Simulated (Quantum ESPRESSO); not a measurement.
Worked example: self-consistent single point of TiTc (Pm-3m, 2 atoms in the cell) in Quantum ESPRESSO.

Level of theory: PBEsol, GBRV 1.5 ultrasoft (PBESOL) pseudopotentials (plane waves; Quantum ESPRESSO 7.5).

```xyz
2
Lattice="3.0945 0.0000 0.0000 0.0000 3.0945 0.0000 0.0000 0.0000 3.0945" Properties=species:S:1:pos:R:3 pbc="T T T"
Ti     1.5472     1.5472     1.5472
Tc     0.0000     0.0000     0.0000
```

Reference input (self-consistent single point, DFT, PBEsol, plane waves, GBRV 1.5 ultrasoft (PBESOL) pseudopotentials): ecutwfc = 50 Ry; ecutrho = 400 Ry; occupations = smearing; smearing = fd; degauss = 0.0036749 Ry; potentials = {Ti: ti_pbesol_v1.4.uspp.F.UPF, Tc: tc_pbesol_v1.uspp.F.UPF}; K_POINTS = automatic 11 11 11 0 0 0; conv_thr = 1e-09 Ry; mixing_beta = 0.4. This run's input differs from it in these lines:

```diff
@@ -15,4 +15,4 @@
    occupations = 'smearing',
-   smearing = 'fd',
-   degauss = 0.0036749,
+   smearing = 'cold',
+   degauss = 0.0073499,
 /
```

Log, with long lists cut:

```
     Self-consistent Calculation

     iteration #  1     ecut=    50.00 Ry     beta= 0.40

     negative rho (up, down):  1.373E-01 0.000E+00

     total energy              =    -292.29502473 Ry
     estimated scf accuracy    <       3.68660828 Ry

     iteration #  2     ecut=    50.00 Ry     beta= 0.40

     negative rho (up, down):  1.327E-01 0.000E+00

     total energy              =    -292.89317999 Ry
     estimated scf accuracy    <       4.35835619 Ry

     iteration #  3     ecut=    50.00 Ry     beta= 0.40

     negative rho (up, down):  1.314E-01 0.000E+00

     total energy              =    -293.31172083 Ry
     estimated scf accuracy    <       0.12705023 Ry

   [... 9 blocks of this kind left out ...]

     iteration # 13     ecut=    50.00 Ry     beta= 0.40

     negative rho (up, down):  1.310E-01 0.000E+00

     total energy              =    -293.40063330 Ry
     estimated scf accuracy    <       0.00000005 Ry

     iteration # 14     ecut=    50.00 Ry     beta= 0.40

     negative rho (up, down):  1.310E-01 0.000E+00
     End of self-consistent calculation

     the Fermi energy is    18.3957 ev

!    total energy              =    -293.40063330 Ry
     estimated scf accuracy    <          9.2E-10 Ry
     smearing contrib. (-TS)   =      -0.00006774 Ry
     internal energy E=F+TS    =    -293.40056557 Ry

     convergence has been achieved in  14 iterations

     negative rho (up, down):  1.310E-01 0.000E+00

     Forces acting on atoms (cartesian axes, Ry/au):

     atom    1 type  1   force =     0.00000000    0.00000000    0.00000000
     atom    2 type  2   force =     0.00000000    0.00000000    0.00000000

     Total force =     0.000000     Total SCF correction =     0.000000

     negative rho (up, down):  1.310E-01 0.000E+00
          total   stress  (Ry/bohr**3)                   (kbar)     P=      -57.92
  -0.00039376   0.00000000   0.00000000          -57.92        0.00        0.00
   0.00000000  -0.00039376   0.00000000            0.00      -57.92        0.00
   0.00000000   0.00000000  -0.00039376            0.00        0.00      -57.92

   JOB DONE.
```

The run converged in 14 iterations. Against the reference run the free energy goes up by 4.4 meV/atom and the pressure goes from -5.64 to -5.79 GPa.

The starting cell comes from a database of computed structures (which also holds hypothetical and non-ambient phases and stackings), without a prior relaxation at this level. Spin polarisation is off. With a pressure of about -6 GPa the cell is away from its equilibrium volume at this level.

Cost on one core of a shared machine: roughly 50 s.
